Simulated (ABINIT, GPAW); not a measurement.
An ABINIT input for a self-consistent single point of GaN (F-43m, 2 atoms in the cell) (DFT, PBE, plane waves, PAW (JTH v2.0 PBE PAW)):

```
# GaN, JTH v2.0 PBE PAW
pp_dirpath "./"
pseudos "Ga.GGA_PBE-JTH.xml, N.GGA_PBE-JTH.xml"
acell 3.1961226510 3.1961226510 3.1961226510 Angstrom
rprim
        -0.0000000000    0.7071067812    0.7071067812
         0.7071067812   -0.0000000000    0.7071067812
         0.7071067812    0.7071067812   -0.0000000000
natom 2
ntypat 2
znucl 31 7
typat 1 2
xred
         0.0000000000    0.0000000000    0.0000000000
         0.2500000000    0.2500000000    0.2500000000
ecut 707 eV
pawecutdg 1415 eV
pawxcdev 0
ixc 11
occopt 3
tsmear 0.00036749
nband 14
kptopt 1
ngkpt 13 13 13
nshiftk 1
shiftk 0 0 0
nstep 60
tolvrs 1.0e-10
prtwf 0
prtden 0
prtvol 1
```

Problem. Write the same calculation as an input for GPAW.

Solution. This is the input that was run; spellings and numerical settings could be chosen otherwise.

```python
from ase import Atoms
from ase.units import GPa
from gpaw import GPAW, PW, FermiDirac

atoms = Atoms(['Ga', 'N'],
              cell=[[0.000000, 2.260000, 2.260000],
                    [2.260000, 0.000000, 2.260000],
                    [2.260000, 2.260000, 0.000000]],
              scaled_positions=[[0.000000, 0.000000, 0.000000],
                                [0.250000, 0.250000, 0.250000]],
              pbc=True)

calc = GPAW(mode=PW(950),
            xc='PBE',
            kpts=(13, 13, 13),
            occupations=FermiDirac(0.01),
            nbands=-8,
            convergence={'forces': 0.001, 'bands': -6},
            symmetry={'symmorphic': False, 'tolerance': 0.0005},
            maxiter=150)

atoms.calc = calc

energy = atoms.get_potential_energy()
print('Energy (eV):', round(energy, 6))
forces = atoms.get_forces()
print('Forces (eV/Ang):')
print(forces.round(5))
stress = atoms.get_stress()
print('Stress (GPa, Voigt):', (stress / GPa).round(4))
```

Basis settings and potentials, where a program has them, do not carry over. This input uses DFT PBE, plane waves, GPAW PAW datasets PBE (gpaw-data 1.0.1). Both were run: gap on the mesh 1.657 eV in ABINIT and 1.781 in GPAW.

On ABINIT: the starting cell has typed, rounded lattice constants, without a prior relaxation at this level. With a pressure of about 4 GPa the cell is away from its equilibrium volume at this level.

On GPAW: the starting cell has typed, rounded lattice constants, without a prior relaxation at this level.
